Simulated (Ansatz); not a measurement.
The starting structures come from a database of crystals and need not be the phases stable at ambient conditions.

Input:

```
CELL_PARAMETERS angstrom
      7.44179     0.00000     0.00000
      2.48060     9.93508     0.00000
      3.72090     0.00000     2.14826
ATOMIC_POSITIONS crystal
  Bi 0.39484 0.81549 0.00000
  Bi 0.60516 0.18451 0.00000
  Te 0.78771 0.63687 0.00000
  Te 0.21229 0.36313 0.00000
  Se 0.00000 0.00000 0.00000
```

Space group of this cell: R-3m. The cell was relaxed by PBE-D3(BJ); by r2SCAN its mean pressure is 1.5 GPa.

Transport runs along the normal of the first two printed cell vectors, the (110) plane of the conventional cell.

The gap is the functional's own, uncorrected, and κ follows it; spin-orbit coupling is left out. Mid-gap values are interpolated between the computed energies.

Task: Estimate the band gap and the smallest decay constant κ at mid-gap that r2SCAN (Ansatz, a quantum-chemistry and plane-wave program) returns for this system.

Result: Gap 0.31 eV on a 14×14×14 mesh; κ = 0.047 1/Å, at the zone centre.
